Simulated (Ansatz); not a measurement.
The parent structure is BaTiO₃ in the cubic perovskite structure (space group Pm-3m, No. 221; a = 4.019 Å). Axes: x, y, z lie along the cube axes.

Computed with PBE, PAW, 420 eV (Ansatz, a program for electronic structure; scalar-relativistic without spin-orbit coupling).

One thing is altered: every lattice vector is shortened by 1.20 %; the atoms relax in the strained cell.

Question: Predict the stress tensor and what it implies for the stiffness.

Answer: Stress of the strained cell less that of the base (GPa, compression positive):
```
   6.40    0.00    0.00
   0.00    6.40    0.00
   0.00    0.00    6.40
```

Then B = −ΔP/(ΔV/V₀) with ΔV/V₀ = -0.0356 gives secant stiffness values (nonlinear terms included at this strain): B ≈ 180 GPa.

As a check, the harmonic strain energy −½ V₀ Δσ:ε is 9.3 meV/atom; the computed energy rise is 9.0 meV/atom.

No phonon test of stability was made. All final runs are without spin polarisation. Many cubic perovskites are stable only at high temperature; tilts and polar distortions were not tested. This is not the structure that BaTiO3 has at room temperature and ambient pressure.
